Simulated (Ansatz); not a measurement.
ZrC (P6₃/mmc, No. 194, 4 atoms in the cell; start mp-1014307; a measured phase of this formula has another space group)

The numbers are results of PBEsol in Ansatz (PAW), not measurements.

Numerical settings: plane-wave cutoff 520 eV, 18×18×10 k mesh (along the axes of the cell as run), Fermi–Dirac smearing 0.05 eV, scalar-relativistic PAW data made under PBE.

Cell (relaxed at this level):

```cif
data_C2Zr2
_chemical_formula_sum 'Zr2 C2'
_space_group_name_H-M_alt 'P 1'
_space_group_IT_number 1
_cell_length_a 3.34811
_cell_length_b 3.34811
_cell_length_c 5.23453
_cell_angle_alpha 90.000
_cell_angle_beta 90.000
_cell_angle_gamma 120.000
loop_
_space_group_symop_operation_xyz
  'x, y, z'
loop_
_atom_site_label
_atom_site_type_symbol
_atom_site_fract_x
_atom_site_fract_y
_atom_site_fract_z
_atom_site_occupancy
Zr1 Zr 0.33333 0.66667 0.25000 1
Zr2 Zr 0.66667 0.33333 0.75000 1
C1 C 0.00000 0.00000 0.00000 1
C2 C 0.00000 0.00000 0.50000 1
```

- band gap = zero (no gap)
- bulk modulus = 234 GPa

Note: the relaxation could not lower the start's symmetry, so the cell can be a saddle point above a distorted one; the bulk modulus is −V dP/dV from two relaxed cells at ±2 % in volume.

Spin–orbit coupling is not included.

Computed values are for the static lattice.

It cost around 100 core-seconds (rough) of CPU time.

A start named mp-… is a Materials Project structure, which need not be a measured phase.

Ansatz is an electronic-structure program.
